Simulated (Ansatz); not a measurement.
Carrier properties of CsPbCl3 (Pm-3m)

Given:

```
CsPbCl3
1.0
    5.61822     0.00000     0.00000
    0.00000     5.61822     0.00000
    0.00000     0.00000     5.61822
Cs Pb Cl
1 1 3
Direct
  0.00000   0.00000   0.00000
  0.50000   0.50000   0.50000
  0.00000   0.50000   0.50000
  0.50000   0.00000   0.50000
  0.50000   0.50000   0.00000
```

Level of theory: PBEsol with spin-orbit coupling, rigid bands (plane waves, PAW; Ansatz, an electronic-structure program). Condition of this run: spin-orbit coupling switched on. Geometry: cell and atoms relaxed with PBEsol.

- band gap: 0.62 eV
- electron conductivity mass (300 K, dilute): 0.164 mₑ
- hole conductivity mass (300 K, dilute): 0.146 mₑ
- effective density of states N_c (300 K): 1.5e18 cm⁻³
- effective density of states N_v (300 K): 1.3e18 cm⁻³
- density-of-states mass, electrons: 0.155 mₑ
- density-of-states mass, holes: 0.138 mₑ
- Seebeck coefficient, n-type 1e19 cm⁻³, 300 K: -97 μV/K
- Seebeck coefficient, p-type 1e19 cm⁻³, 300 K: 89 μV/K

Rigid bands; masses and Seebeck coefficients take one relaxation time τ for all states and one kind of carrier; polarons and phonon drag are left out.

CsPbCl3 (Pm-3m): a high-temperature phase held by its symmetry.
